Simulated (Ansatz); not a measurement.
Abridged Ansatz (a quantum-chemistry and plane-wave program) output:

```
Pseudopotential: Ca, paw, valence charge 10
Pseudopotential: H, paw, valence charge 1
Pseudopotential: Br, paw, valence charge 7
Crystal: 6 atoms, lattice volume = 121.071 Å³
Basis set: ecut = 500 eV, 3055 PW (Γ), exchange–correlation on 120×120×256 points (64 copies of the dense FFT grid, shifted against one another)
Bands: 24, of which v1, the nominal top of the filled ones, is band 18 counted from 1 (17 counted from 0)
Symmetry: 16 space group operations
k-points: 45 of 324
Functional: x = r2scan, c = r2scan; τ floored in thin density (d = 2e-4 eV/Å³)
SCF iter   1: F=—  HF=-9280.648995 eV  |F-HF|=—  |Δ(HF+E_count)|=         —  Δρ=9.85e-2  dr2=6.55e1  dr2_τ=5.46e-1  ethr=3.10e-3  ⟨swp⟩=10.9  Hψ=7520  notcnv=0
SCF iter   2: F=—  HF=-9285.265849 eV  |F-HF|=—  |Δ(HF+E_count)|=    4.62e0  Δρ=1.00e-1  dr2=9.06e1  dr2_τ=1.46e0  ethr=3.10e-3  ⟨swp⟩=10.8  Hψ=9405  notcnv=0  defer=17
SCF 1 converged in 13 iterations: F = -9270.176252 eV  dr2 = 9.85e-11
SCF converged after 13 iterations
Free energy (F): -9270.176252 eV
Internal energy: -9270.176252 eV  (E = F + TS)
E sigma→0 (E₀):  -9270.176252 eV
Fermi energy:    5.939272 eV
--- Forces (eV/Å), atoms counted from 1 ---
  atom   1  Ca     0.00000000     0.00000000     0.00130815
  atom   2  Ca     0.00000000     0.00000000    -0.00130815
  atom   3  H      0.00000000     0.00000000    -0.00000000
  atom   4  H     -0.00000000     0.00000000     0.00000000
  atom   5  Br     0.00000000     0.00000000     0.00036750
  atom   6  Br    -0.00000000     0.00000000    -0.00036750
--- Stress (GPa, compression-positive) ---
       -0.004288       0.000000       0.000000
        0.000000      -0.004288      -0.000000
        0.000000      -0.000000      -0.000542
  P = ⅓ Tr σ = -0.0030 GPa (-0.030 kbar)
```

Problem. What was computed, and what are the main results?

Solution. CaHBr, 6 atoms in the cell, with plane-wave PAW DFT at the r2SCAN level (Ansatz, 500 eV), spin-orbit coupling left out, earlier PAW set. The last SCF converged to F = -9270.176252 eV, or -1545.0294 eV per atom, at a pressure of 0.00 GPa. The total energy compares only with runs of the same code, potentials and settings.

Whether these cells are dynamically stable was not tested. The cell is CaHBr (space group P4/nmm, No. 129; layered, stacked along the Cartesian z axis). No dispersion term is included, though the crystal is made of layers, chains or molecules, so its spacings can come out too wide.
